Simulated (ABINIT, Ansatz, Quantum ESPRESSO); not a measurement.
## One structure in several programs: MoS₂ (P-6m2, 3 atoms in the cell)

Self-consistent single point.

```xyz
3
Lattice="3.1450 0.0000 0.0000 -1.5725 2.7236 0.0000 0.0000 0.0000 17.1214" Properties=species:S:1:pos:R:3 pbc="T T T"
Mo     0.0000     0.0000     0.0000
S      0.0000     1.8157     1.5322
S      0.0000     1.8157    15.5892
```

Shared settings, as Ansatz (a quantum-chemistry and plane-wave program) writes them: kpoints.mp_grid.grid = 6 6 1; magnetization.spin_orbit = true; scf.occupations.method = fixed. Potentials and cutoffs stand in the table.

| code | model | pressure (GPa) | largest force (eV/Å) | gap on the mesh (eV) | cutoff |
|---|---|---|---|---|---|
| Quantum ESPRESSO | LDA (PZ), spin-orbit coupling, PseudoDojo fully relativistic norm-conserving (PBE) pseudopotentials | 0.45 | 0.432 | 1.674 | 80 Ry |
| Ansatz | LDA (PW92) with spin-orbit coupling, PAW files made with PBE | -0.09 | 0.247 | 1.661 | 30.9 Ry |
| ABINIT | LDA (PW92), spin-orbit coupling, PAW (JTH v2.0 LDA PAW) | -0.03 | 0.254 | 1.666 | 571 eV |

Gaps are read on the mesh.

The spread over the programs that give each value: pressure within 0.54 GPa; largest force within 0.185 eV/Å; gap on the mesh within 0.013 eV.

Ansatz's pressure is given at a fixed set of plane waves, as the other plane-wave codes print theirs. The same LDA comes in different parametrisations, which differ slightly. In the force vectors, Quantum ESPRESSO (by 0.177) lies more than 0.08 eV/Å from the median of the plane-wave programs.

The starting cell comes from a database of computed structures (which also holds hypothetical and non-ambient phases and stackings), without a prior relaxation at this level. Its lattice was rescaled by a random factor within 2.5 % of one.

Keys are those of Ansatz 0.2.
